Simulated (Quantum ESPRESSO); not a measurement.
# Sensitivity of a calculation on NiAu3 (P6_3/mmc, 8 atoms in the cell) to its settings

```cif
data_Au6Ni2
_chemical_formula_sum 'Ni2 Au6'
_space_group_name_H-M_alt 'P 1'
_space_group_IT_number 1
_cell_length_a 5.66973
_cell_length_b 5.66973
_cell_length_c 4.68890
_cell_angle_alpha 90.000
_cell_angle_beta 90.000
_cell_angle_gamma 120.000
loop_
_space_group_symop_operation_xyz
  'x, y, z'
loop_
_atom_site_label
_atom_site_type_symbol
_atom_site_fract_x
_atom_site_fract_y
_atom_site_fract_z
_atom_site_occupancy
Ni1 Ni 0.33333 0.66667 0.75000 1
Ni2 Ni 0.66667 0.33333 0.25000 1
Au1 Au 0.66014 0.83007 0.25000 1
Au2 Au 0.33986 0.16993 0.75000 1
Au3 Au 0.83007 0.66014 0.75000 1
Au4 Au 0.16993 0.33986 0.25000 1
Au5 Au 0.16993 0.83007 0.25000 1
Au6 Au 0.83007 0.16993 0.75000 1
```

Base run A: PBEsol, GBRV 1.5 ultrasoft (PBESOL) pseudopotentials (Quantum ESPRESSO 7.5), self-consistent single point.

Its settings: ecutwfc = 50 Ry; ecutrho = 400 Ry; occupations = smearing; smearing = fd; degauss = 0.0073499 Ry; potentials = {Ni: ni_pbesol_v1.4.uspp.F.UPF, Au: au_pbesol_v1.uspp.F.UPF}; K_POINTS = automatic 4 4 4 0 0 0; conv_thr = 1e-10 Ry; mixing_beta = 0.4.

The starting cell comes from a database of computed structures (which also holds hypothetical and non-ambient phases and stackings), without a prior relaxation at this level. Spin polarisation is off. In the base run, with a pressure of about -9 GPa the cell is away from its equilibrium volume at this level. Without a gap this mesh is coarse (it stands for a supercell whose shortest vector is 19 Å).

ΔF is the free energy per atom less that of run A. A dash stands where there is no value to compare (another energy zero or no entropy term, no result, no spin, no clean gap, or a mesh too coarse for one). 

Run A gave: pressure (GPa) -9.40; largest force (eV/Å) 0.043; k-points 12.

Runs:
- B: opposed starting moments (2 -2 0 0 0 0 0 0 μB); pseudopotentials: {Ni: ni_pbesol_v1.4.uspp.F.UPF, Au: au_pbesol_v1.uspp.F.UPF} → {Ni1: ni_pbesol_v1.4.uspp.F.UPF, Ni2: ni_pbesol_v1.4.uspp.F.UPF, Au: au_pbesol_v1.uspp.F.UPF}; nspin: default → 2
- C: ecutwfc: 50 Ry → 30 Ry; ecutrho: 400 Ry → 240 Ry
- D: nbnd: default → 115
- E: nosym: default → true
- F: degauss: 0.0073499 Ry → 0.02205 Ry
- G: conv_thr: 1e-10 Ry → 1e-13 Ry
- H: mixing_beta: 0.4 → 0.2; mixing_mode: default → TF
- I: mixing_beta: 0.4 → 0.2

Question: What does run F change against A?

Answer: The free energy falls by 95.8 meV/atom, the pressure goes from -9.40 to -7.87 GPa and the largest force goes from 0.043 to 0.059 eV/Å.

```csv
run,ΔF (meV/atom),pressure (GPa),largest force (eV/Å),k-points
A,0.00,-9.40,0.043,12
B,–,-9.40,0.043,12
C,538.1,-45.14,0.040,12
D,0.00,-9.40,0.043,12
E,0.00,-9.40,0.043,36
F,-95.8,-7.87,0.059,12
G,0.00,-9.40,0.043,12
H,0.00,-9.40,0.043,12
I,0.00,-9.40,0.043,12
```
